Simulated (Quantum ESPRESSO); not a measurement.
Worked example: self-consistent single point of Fe2Si (I4mm, 3 atoms in the cell) in Quantum ESPRESSO.

Method: PBEsol, PSlibrary ultrasoft (PBE) pseudopotentials (plane waves; Quantum ESPRESSO).

The change in words: lattice scaled by 0.98. Reference geometry:
```
Fe2Si
1.0
   -1.34344     1.34344     4.43921
    1.34344    -1.34344     4.43921
    1.34344     1.34344    -4.43921
Fe Si
2 1
Direct
  0.34526   0.34526   0.00000
  0.66037   0.66037   0.00000
  0.00000   0.00000   0.00000
```
Moments meant for the start (each program seeds them in its own way; μB, in the order of the atoms Fe Fe Si): 4.0 4.0 0.0.

Reference input (self-consistent single point, DFT, PBEsol, plane waves, PSlibrary ultrasoft (PBE) pseudopotentials): ecutwfc = 55 Ry; ecutrho = 330 Ry; occupations = smearing; smearing = gaussian; degauss = 0.0073499 Ry; nspin = 2; input_dft = pbesol; potentials = {Fe: Fe.pbe-n-rrkjus_psl.1.0.0.UPF, Si: Si.pbe-n-rrkjus_psl.1.0.0.UPF}; K_POINTS = automatic 8 8 8 0 0 0; conv_thr = 1e-10 Ry; mixing_beta = 0.3. This run's input differs from it in these lines:

```diff
@@ -35,5 +35,5 @@
 CELL_PARAMETERS {angstrom}
-  -1.34344300     1.34344300     4.43921200
-   1.34344300    -1.34344300     4.43921200
-   1.34344300     1.34344300    -4.43921200
+  -1.31657400     1.31657400     4.35042800
+   1.31657400    -1.31657400     4.35042800
+   1.31657400     1.31657400    -4.35042800
```

The program printed (abridged):

```
     Self-consistent Calculation

     iteration #  1     ecut=    55.00 Ry     beta= 0.30

     Threshold (ethr) on eigenvalues was too large:
     Diagonalizing with lowered threshold

     total energy              =    -133.14343030 Ry
     estimated scf accuracy    <       0.28697892 Ry

     total magnetization       =     3.82 Bohr mag/cell
     absolute magnetization    =     4.04 Bohr mag/cell

     iteration #  2     ecut=    55.00 Ry     beta= 0.30

     total energy              =    -133.16616607 Ry
     estimated scf accuracy    <       0.26795544 Ry

     total magnetization       =     3.47 Bohr mag/cell
   [... lines left out ...]

   [... 16 blocks of this kind left out ...]

     iteration # 20     ecut=    55.00 Ry     beta= 0.30

     total energy              =    -133.27866332 Ry
     estimated scf accuracy    <          1.2E-10 Ry

     total magnetization       =     2.17 Bohr mag/cell
     absolute magnetization    =     2.39 Bohr mag/cell

     iteration # 21     ecut=    55.00 Ry     beta= 0.30

     Magnetic moment per site  (integrated on atomic sphere of radius R)
     atom   1 (R=0.200)  charge=  6.2758  magn=  1.0593
     atom   2 (R=0.200)  charge=  6.2502  magn=  1.1761
     atom   3 (R=0.200)  charge=  1.8797  magn= -0.0426
     End of self-consistent calculation

     Number of k-points >= 100: set verbosity='high' to print the bands.

     the Fermi energy is    15.4953 ev

!    total energy              =    -133.27866332 Ry
     estimated scf accuracy    <          3.7E-11 Ry
     smearing contrib. (-TS)   =      -0.00083040 Ry
     internal energy E=F+TS    =    -133.27783292 Ry

     total magnetization       =     2.17 Bohr mag/cell
     absolute magnetization    =     2.39 Bohr mag/cell

     convergence has been achieved in  21 iterations

     Forces acting on atoms (cartesian axes, Ry/au):

     atom    1 type  1   force =     0.00000000    0.00000000   -0.03498798
     atom    2 type  1   force =    -0.00000000    0.00000000    0.02438119
     atom    3 type  2   force =     0.00000000    0.00000000    0.01060679

     Total force =     0.043944     Total SCF correction =     0.000013

          total   stress  (Ry/bohr**3)                   (kbar)     P=      105.60
   0.00076552   0.00000000   0.00000000          112.61        0.00        0.00
   0.00000000   0.00076552   0.00000000            0.00      112.61        0.00
   0.00000000   0.00000000   0.00062261            0.00        0.00       91.59

   JOB DONE.
```

The run converged in 21 iterations. Against the reference run the free energy rises by 9.0 meV/atom, the pressure goes from -5.44 to 10.56 GPa, the largest force goes from 0.668 to 0.900 eV/Å and the size of the net moment goes from 0.78 to 0.72 μB/atom.

The starting cell comes from a database of computed structures (which also holds hypothetical and non-ambient phases and stackings), without a prior relaxation at this level. Its lattice was rescaled by up to half a per cent. One atom was moved a little off its site on purpose. For this run, on top of that: lattice scaled by 0.98. The magnetic order is the one reached from the typed start; others were not searched systematically. With a pressure of about 11 GPa the cell is away from its equilibrium volume at this level.

Cost on one core of a shared machine: roughly 2 min.
